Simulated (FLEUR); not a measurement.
FLEUR run on ReTc (P-6m2, 2 atoms in the cell): self-consistent single point.

Method of the run: FLEUR with PBEsol, all-electron FLAPW (FLEUR), scalar-relativistic valence.

The change in words: lattice scaled by 0.98. Reference geometry:
```yaml
crystal:
  lattice:
    - [2.74930, 0.00000, 0.00000]
    - [-1.37465, 2.38096, 0.00000]
    - [0.00000, 0.00000, 4.44027]
  atoms:
    - { symbol: Tc, position: [0.66667, 0.33333, 0.00000] }
    - { symbol: Re, position: [0.00000, 0.00000, 0.50000] }
```

Reference input (self-consistent single point, DFT, PBEsol, all-electron FLAPW (FLEUR), scalar-relativistic valence): Kmax = 4.2 1/bohr; GmaxXC = 16.8 1/bohr; xcFunctional = PBEs; jspins = 1; l_soc = F; mode = gauss; fermiSmearingEnergy = 0.00734986 Htr; mesh (inpgen div1-3) = 11 11 6; inpgen gamma flag = true; Gmax = 16.8 1/bohr; numbands = 0; maxIterBroyd = 25. This run's input differs from it in these lines:

```diff
@@ -3,6 +3,6 @@
 &input film=f /
-1.0000000000 -0.0000000174 0.0000000000
--0.4999999849 0.8660254125 0.0000000000
-0.0000000000 0.0000000000 1.6150546200
-5.1954244243
+1.0000000000 -0.0000000313 0.0000000000
+-0.4999999729 0.8660254195 0.0000000000
+0.0000000000 0.0000000000 1.6150546716
+5.0915162413
 1.0 1.0 1.0
@@ -44,5 +44,5 @@
          <bravaisMatrix>
-            <row-1>    5.1954244242999996    -0.0000000904003850     0.0000000000000000</row-1>
-            <row-2>   -2.5977121336990909     4.4993695801669817     0.0000000000000000</row-2>
-            <row-3>    0.0000000000000000     0.0000000000000000     8.3908942193265545</row-3>
+            <row-1>    5.0915162412999999    -0.0000001593644584     0.0000000000000000</row-1>
+            <row-2>   -2.5457579826699095     4.4093824887628958     0.0000000000000000</row-2>
+            <row-3>    0.0000000000000000     0.0000000000000000     8.2230770910388387</row-3>
          </bravaisMatrix>
```

Output, abridged:

```
 Iteration:     1   Distance:      14.12747502 me/bohr^3
 Iteration:     2   Distance:      11.55766368 me/bohr^3
 Iteration:     3   Distance:       8.57587654 me/bohr^3
 Iteration:     4   Distance:       4.24998703 me/bohr^3
 Iteration:     5   Distance:       3.71542876 me/bohr^3
   [... 9 lines left out ...]
 Iteration:    15   Distance:       0.00015917 me/bohr^3
 Iteration:    16   Distance:       0.00013691 me/bohr^3
 Iteration:    17   Distance:       0.00003033 me/bohr^3
 Iteration:    18   Distance:       0.00000949 me/bohr^3
 Run finished successfully
 Stop message:
   Structural relaxation: Done

[file out, last iteration]
             iter=     19
[...]
          total density-effective poten   -3.6107003362E+04
          total charge density-energy d   -4.5506396160E+02
 Updated energy parameters for spin:           1
[...]
 fermi energy and band-weighting factors:

[...]
FERMIE:
          first approx. to ef    (T=0)  :   0.687470 htr   (energy of the highest occ. eigenvalue)
          number of occ. states  (T=0)  :        969
          first approx. to seigv (T=0)  :  -9.452329 htr
          sum of weights of occ. states :  15.006887
          sum of semicore charge        :   0.000000 e
          fermi energy=   0.68581 har   work function= -18.66190 ev
          number of valence electrons=  30.00000
     band-weighting factor for spin=    1
   [... lines left out ...]
          total moment                 =     0.00000
 Direct bandgap for spin            1 :    8.8022838941987924E-003  Htr
 ---->    free energy=                    -20997.6502487568 htr
   [... lines left out ...]
      extrapolation for T->0
 ---->    total electron energy=          -20997.6502487568 htr
 ***** TOTAL FORCES ON ATOMS *****
 TOTAL FORCE FOR ATOM TYPE=  1  X= -2.546   Y=  1.470   Z=  0.000
                       FX_TOT= 0.000000 FY_TOT= 0.000000 FZ_TOT= 0.000000
 TOTAL FORCE FOR ATOM TYPE=  2  X=  0.000   Y=  0.000   Z=  4.112
                       FX_TOT= 0.000000 FY_TOT= 0.000000 FZ_TOT= 0.000000
 Structural relaxation: Done
```

The run converged in 18 iterations. FLEUR gives forces in its relaxation mode, with a further iteration, so its stop message speaks of a relaxation. Against the reference run the total energy rises by 31.3 meV/atom.

The starting cell comes from a database of computed structures (which also holds hypothetical and non-ambient phases and stackings), without a prior relaxation at this level. For this run, on top of that: lattice scaled by 0.98. Spin-orbit coupling is off. Spin polarisation is off. Values depend on the basis (sphere radii, cutoffs, local orbitals), which need not be converged. The log's line on a gap gives a spacing of levels on this mesh, which the program prints for metals too.

Cost on one core of a shared machine: roughly 60 s.
